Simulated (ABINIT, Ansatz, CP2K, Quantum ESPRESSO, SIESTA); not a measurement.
# Code comparison for C (P6_3/mmc, 2 atoms in the cell)

Self-consistent single point.

```
C
1.0
    2.21719     0.00000     0.00000
   -1.10860     1.92014     0.00000
    0.00000     0.00000     3.59982
C
2
Cartesian
  0.00000   1.28010   0.89996
  1.10860   0.64005   2.69987
```

All programs got the same cell, k-point mesh and kind of occupations (in Ansatz's words: kpoints.mp_grid.grid = 17 17 9; scf.occupations.method = gaussian; scf.occupations.width = 0.05 eV); potentials, basis and cutoffs are each program's usual ones.

| code | model | pressure (GPa) | k-points | cutoff |
|---|---|---|---|---|
| CP2K | PBE, GPW, DZVP-MOLOPT-SR-GTH basis, GTH-PBE potentials (GTH_POTENTIALS) | -14.92 | 1301 | grid 400 Ry |
| Ansatz | PBE, default PAW files | -13.11 | 165 | 420 eV |
| ABINIT | PBE, norm-conserving pseudopotentials (PseudoDojo nc-sr-05 PBE standard) | -11.98 | 165 | 41 Ha |
| SIESTA | GGA PBE, numerical atomic orbitals DZP, PseudoDojo PBE standard norm-conserving potentials (rewritten from UPF to PSML) | -8.51 | 1301 | grid 400 Ry |
| Quantum ESPRESSO | PBE, PseudoDojo standard norm-conserving (PBE) pseudopotentials | -11.92 | 165 | 85 Ry |

The spread over the programs that give each value: pressure within 6.41 GPa.

The starting cell was generated: these elements placed on a structure prototype, without a prior relaxation; it need not be a known phase or ordering of this composition. Its lattice was rescaled by a random factor within 2.5 % of one. On Ansatz's run: In the base run, with a pressure of about -13 GPa the cell is away from its equilibrium volume at this level.

Q: Why do the programs differ, and what cannot be compared?

A: Differences of this kind can come from the potentials, where these differ, and from what each basis and cutoff leave unconverged. The zero of total energies and Fermi levels follows the potentials and each program's conventions, so they are not compared here. CP2K and SIESTA use small atom-centred bases, whose incompleteness enters pressures, forces and empty levels differently from a plane-wave cutoff. Ansatz's pressure is given at a fixed set of plane waves, as the other plane-wave codes print theirs; with its correction for the finite basis it is -12.51 GPa (the shift of 0.60 GPa shows how far the cutoff is from converged). The programs reduce the same mesh by symmetry to different extents, which changes the work and not the result. In the pressure, CP2K (by 2.94), Ansatz (by 1.13) and SIESTA (by 3.48) lie more than 1 GPa from the median of the plane-wave programs.

Left out of this page: GPAW, Elk and FLEUR (not drawn, or without a comparable value).

Ansatz is a first-principles code.

Keys are those of Ansatz 0.2.
